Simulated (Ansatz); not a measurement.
## GaAs, response to strain

Base system: GaAs in the zinc blende structure (space group F-43m, No. 216).

```
GaAs
1.0
    0.00000     2.87279     2.87279
    2.87279     0.00000     2.87279
    2.87279     2.87279     0.00000
Ga As
1 1
Direct
  0.00000   0.00000   0.00000
  0.25000   0.25000   0.25000
```

Strains are applied to the cell and any free atomic positions relax.

Calculations: plane-wave PAW DFT at the PBE level (Ansatz, a program for electronic structure, 420 eV), no spin-orbit coupling.

Notes on the quantities. energy relative to the base: free energy F.

| isotropic strain (%) | energy relative to the base (meV/atom) |
|---|---|
| -2.5 | 27.7 |
| -2 | 17.4 |
| -1.5 | 9.6 |
| -1 | 4.2 |
| 0 | 0.0 |
| 1 | 3.8 |
| 1.5 | 8.5 |
| 2.5 | ? |
| 3 | 32.3 |

**Question.** Fit ΔE = Aε² + Bε³ (ε in %) to the rows shown and predict the withheld row.

**Answer.** Least squares on the printed values gives A = 4.05 and B = -0.15 meV/atom (largest residual 0.1 meV/atom); this predicts 22.9 meV/atom, and the run gives 22.8 meV/atom, in agreement.

A case with no gap was solved on a k-mesh chosen for an insulator, which is coarse for it. No phonon test of stability was made. The final runs are not spin-polarised.
